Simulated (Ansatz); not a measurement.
Al₂Te₃ (Cc, No. 9, 10 atoms in the cell; start mp-1228524) was calculated with G0W0@PBEsol (Ansatz, an electronic-structure program, hard PAW, contour deformation, complete-basis limit).

Settings: largest k mesh 4×4×4 (not extrapolated in the mesh).

Cell (relaxed with PBEsol):

```cif
data_Al8Te12
_chemical_formula_sum 'Al8 Te12'
_space_group_name_H-M_alt 'Cc'
_space_group_IT_number 9
_space_group_name_Hall 'C -2yc'
_cell_length_a 12.57481
_cell_length_b 7.25056
_cell_length_c 7.94192
_cell_angle_alpha 90.000
_cell_angle_beta 120.410
_cell_angle_gamma 90.000
loop_
_atom_site_label
_atom_site_type_symbol
_atom_site_symmetry_multiplicity
_atom_site_Wyckoff_symbol
_atom_site_fract_x
_atom_site_fract_y
_atom_site_fract_z
_atom_site_occupancy
Al1 Al 4 a 0.08196 0.09300 0.50290 1
Al2 Al 4 a 0.24274 0.56375 0.49620 1
Te1 Te 4 a 0.22268 0.08198 0.88998 1
Te2 Te 4 a 0.38099 0.38729 0.38333 1
Te3 Te 4 a 0.02993 0.41461 0.35264 1
```
(The calculation used a cell of 10 atoms; values per cell refer to that cell.)

### Question
Estimate the band gap that the calculation returns.

### Answer

- band gap = 2.15 eV

Note: the gap holds a correction of +0.27 eV to the complete basis.

Spin–orbit coupling is not included; with these elements it can move the gap by several tenths of an eV or more.

Static lattice: no zero-point or thermal effects.

A start named mp-… is a Materials Project structure, which need not be a measured phase.
